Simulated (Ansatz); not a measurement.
Start from SiC (space group P6_3mc, No. 186; a = 3.079 Å, c = 15.108 Å). Axes: x lies along a and z along c of the hexagonal cell.

Level of theory: Ansatz (an electronic-structure program), r2SCAN, PAW, cutoff 500 eV, without spin-orbit coupling, earlier PAW set.

Before the change:

The pressure is 0.00 GPa. The shortest interatomic distance comes out as 1.884 Å.

The change: biaxial strain −0.49 %, plane normal [001], relaxed out of plane (Cartesian); in-plane vectors clamped, the third vector and the atoms free.

What happens to the pressure?

The pressure (mean of the normal stresses, compression positive) goes from zero to 2.08 GPa.

Estimate the effect on the shortest interatomic distance.

The shortest interatomic distance decreases by 0.007 Å (1.884 Å → 1.877 Å).

Estimate the effect on the out-of-plane strain.

The out-of-plane strain amounts to +0.09 %.

Stability against distortions was not tested.
